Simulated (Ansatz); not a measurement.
Input and output of a relaxation of the atoms for Cu3Sn (I4mm, 4 atoms in the cell) (Ansatz, a quantum-chemistry and plane-wave program).

Method: LDA (PW92), default PAW files made with PBE (plane waves; Ansatz).

The change in words: one atom moved by 0.15 angstrom; relax: default → atoms; relax.f_tol: default → 0.1 eV/Å. Reference geometry:
```xyz
4
Lattice="0.0000 3.0676 3.0676 3.0676 0.0000 3.0676 3.0676 3.0676 0.0000" Properties=species:S:1:pos:R:3 pbc="T T T"
Cu     3.0676     3.0676     3.0676
Cu     4.6014     4.6014     4.6014
Cu     1.5338     1.5338     1.5338
Sn     0.0000     0.0000     0.0000
```

Reference input (self-consistent single point, DFT, LDA (PW92), plane waves, default PAW files made with PBE): basis.ecutwfc = 420 eV; kpoints.mp_grid.grid = 9 9 9; hamiltonian.xc = lda; hamiltonian.pseudopotentials = {kind: paw} (the program's default PAW files); scf.occupations.method = fermi_dirac; scf.occupations.width = 0.1 eV. This run's input differs from it in these lines:

```diff
@@ -6,3 +6,3 @@
   atoms:
-    - { symbol: Cu, position: [0.50000000, 0.50000000, 0.50000000] }
+    - { symbol: Cu, position: [0.52444900, 0.52444900, 0.47555100] }
     - { symbol: Cu, position: [0.75000000, 0.75000000, 0.75000000] }
@@ -23,2 +23,4 @@
     width: 0.1 eV
+relax:
+  f_tol: 0.1
 output:
```

Output, abridged:

```
   [... SCF lines of the steps left out ...]
relax step   1: F+E_penalty+E_count = -25546.29712529 eV  Δ(F+E_penalty+E_count) = +0.000e0 eV  max|allowed force component| = 2.684e-1 eV/Å  Δτ_max = 0.0000 Å  (6 SCF iters, dr2 threshold 1.00e-4 eV, accepted)
relax step   2: F+E_penalty+E_count = -25546.30384579 eV  Δ(F+E_penalty+E_count) = -6.721e-3 eV  max|allowed force component| = 2.146e-1 eV/Å  Δτ_max = 0.0214 Å  (6 SCF iters, accepted)
relax step   3: F+E_penalty+E_count = -25546.31682920 eV  Δ(F+E_penalty+E_count) = -1.298e-2 eV  max|allowed force component| = 1.516e-2 eV/Å  Δτ_max = 0.0879 Å  (6 SCF iters, accepted)
the relaxation is at rest under the 8 symmetry operations that the run kept from its start: a minimum is not shown …
Free energy (F): -25546.316829 eV
Internal energy: -25546.291776 eV  (E = F + TS)
E sigma→0 (E₀):  -25546.304302 eV
Entropy (-TS):   -0.025054 eV (-6.263 meV/atom)
Fermi energy:    15.661785 eV
--- Forces (eV/Å), atoms counted from 1 ---
  atom   1  Cu     0.00000000     0.00000000    -0.00678559
  atom   2  Cu    -0.00000000    -0.00000000    -0.00418844
  atom   3  Cu     0.00000000     0.00000000    -0.00418844
  atom   4  Sn     0.00000000    -0.00000000     0.01516411
--- Stress (GPa, compression-positive) ---
       -8.937147       0.000000       0.000000
   [... lines left out ...]
  atoms:
    - { symbol: Cu, position: [0.5066248026433053, 0.5066248026433053, 0.49337519735669466] }
    - { symbol: Cu, position: [0.7560662211199429, 0.7560662211199429, 0.7439337788800571] }
    - { symbol: Cu, position: [0.256066221119943, 0.256066221119943, 0.24393377888005702] }
    - { symbol: Sn, position: [0.005691755116808692, 0.005691755116808692, -0.005691755116808692] }
```

The run converged.  The full log also holds: “iter 5 did not close the SCF: its close was put off for the readings that it lacked (scf_convergence_deferred on its scf_iter line)”. The full log also holds: “iter 5 did not close the SCF: its close was put off for the readings that it lacked (scf_convergence_deferred on its scf_iter line)”.

Summary of the result:
```
Property                                                 Result
-----------------------------------------------  --------------
Free energy E − TS (on the zero of these files)  -25546.3168 eV
Fermi level (on the code's own zero)                   15.66 eV
Pressure                                              -8.94 GPa
Largest force (vector length)                        0.015 eV/Å
Relaxation steps                                              3
```

The starting cell comes from a database of computed structures (which also holds hypothetical and non-ambient phases and stackings), without a prior relaxation at this level. Its lattice was rescaled by up to half a per cent. For this run, on top of that: one atom moved by 0.15 angstrom. Spin polarisation is off. The relaxation keeps the symmetry of its start, so its end need not be a minimum. Ansatz's pressure includes its estimate of the finite-basis (Pulay) stress.

Cost on one core of a shared machine: roughly 50 s.

Keys are those of Ansatz 0.2.
